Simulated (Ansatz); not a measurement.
Ansatz (a quantum-chemistry and plane-wave program) run on BaTiO3 (P4mm, 5 atoms in the cell): self-consistent single point.

Computed with PBE, harder PAW files (source: ansatz) (plane waves; Ansatz).

```
BaTiO3
1.0
    4.01200     0.00000     0.00000
    0.00000     4.01200     0.00000
    0.00000     0.00000     4.01200
Ba Ti O
1 1 3
Direct
  0.00000   0.00000   0.01246
  0.50000   0.50000   0.50000
  0.50000   0.00000   0.50000
  0.00000   0.50000   0.50000
  0.50000   0.50000   0.00000
```

Reference input (self-consistent single point, DFT, PBE, plane waves, default PAW files): basis.ecutwfc = 30.9 Ry; kpoints.mp_grid.grid = 6 6 6; hamiltonian.xc = pbe; hamiltonian.pseudopotentials = {kind: paw} (the program's default PAW files); scf.occupations.method = fermi_dirac; scf.occupations.width = 0.0007 Ry. This run's input differs from it in these lines:

Ansatz 0.2 input:
```diff
@@ -13,3 +13,3 @@
 basis:
-  ecutwfc: 30.9 Ry
+  ecutwfc: 37.5 Ry
 kpoints:
@@ -18,3 +18,3 @@
   xc: pbe
-  pseudopotentials: { kind: paw }
+  pseudopotentials: { kind: paw, source: ansatz }
 scf:
```

Log, with long lists cut:

```
SCF iter   1: F=—  HF=-10145.088862 eV  |F-HF|=—  |Δ(HF+E_count)|=         —  Δρ=9.36e-2  dr2=7.49e0  ethr=3.10e-3  ⟨swp⟩=6.7  Hψ=4808  notcnv=0
all-band conjugate gradients solve this SCF's bands
preconditioner: auto → Resta (q_TF=auto, 2.519 Å⁻¹)
SCF iter   2: F=—  HF=-10143.192438 eV  |F-HF|=—  |Δ(HF+E_count)|=    1.90e0  Δρ=5.16e-2  dr2=9.76e-1  ethr=3.10e-3  ⟨swp⟩=3.0  Hψ=2444  notcnv=0  defer=40
   [... lines left out ...]
SCF iter   7: F=—  HF=-10142.932183 eV  |F-HF|=—  |Δ(HF+E_count)|=   1.95e-4  Δρ=6.16e-4  dr2=3.40e-4  ethr=3.92e-6  ⟨swp⟩=2.0  Hψ=1359  notcnv=0  defer=40
SCF iter   8: F=—  HF=-10142.932125 eV  |F-HF|=—  |Δ(HF+E_count)|=   5.85e-5  Δρ=1.71e-4  dr2=2.66e-5  ethr=8.50e-7  ⟨swp⟩=2.0  Hψ=1204  notcnv=0  defer=40
SCF iter   9: F=—  HF=-10142.932287 eV  |F-HF|=—  |Δ(HF+E_count)|=   1.62e-4  Δρ=2.89e-5  dr2=6.81e-7  ethr=6.64e-8  ⟨swp⟩=1.8  Hψ=1064  notcnv=0  defer=40
SCF iter  10: F=-10142.932287 eV  HF=-10142.932287 eV  |F-HF|=1.10e-9  |Δ(HF+E_count)|=   6.35e-8  Δρ=2.21e-6  dr2=2.08e-9  ethr=2.50e-10  ⟨swp⟩=12.4  Hψ=4879  notcnv=0
SCF 1 converged in 10 iterations: F = -10142.932287 eV  dr2 = 2.08e-9
Free energy (F): -10142.932287 eV
Internal energy: -10142.932287 eV  (E = F + TS)
E sigma→0 (E₀):  -10142.932287 eV
Fermi energy:    11.143317 eV
--- Forces (eV/Å), atoms counted from 1 ---
  atom   1  Ba    -0.00000000     0.00000000    -0.29125567
  atom   2  Ti     0.00000000     0.00000000     0.16411624
  atom   3  O      0.00000000     0.00000000     0.03204761
  atom   4  O      0.00000000     0.00000000     0.03204761
  atom   5  O     -0.00000000     0.00000000     0.06304706
--- Stress (GPa, compression-positive) ---
        0.986341       0.000000      -0.000000
        0.000000       0.986341       0.000000
       -0.000000       0.000000       0.954247
  P = ⅓ Tr σ = 0.9756 GPa (9.756 kbar)
  The stress holds the Pulay correction. Without it, at fixed plane waves, as pw.x and ABINIT print it: P = -19.8379 GPa
```

The run converged in 10 iterations. Against the reference run the pressure hardly changes (0.97 to 0.98 GPa), the largest force moves little (0.289 to 0.291 eV/Å) and the gap on the mesh goes from 1.793 to 1.759 eV.

The starting cell has typed, rounded lattice constants, without a prior relaxation at this level. Its lattice was rescaled by up to half a per cent. One atom was moved a little off its site on purpose. Ansatz's pressure includes its estimate of the finite-basis (Pulay) stress. Without the estimate this run gives -19.84 GPa. The cutoff lies below the one recommended for these files.
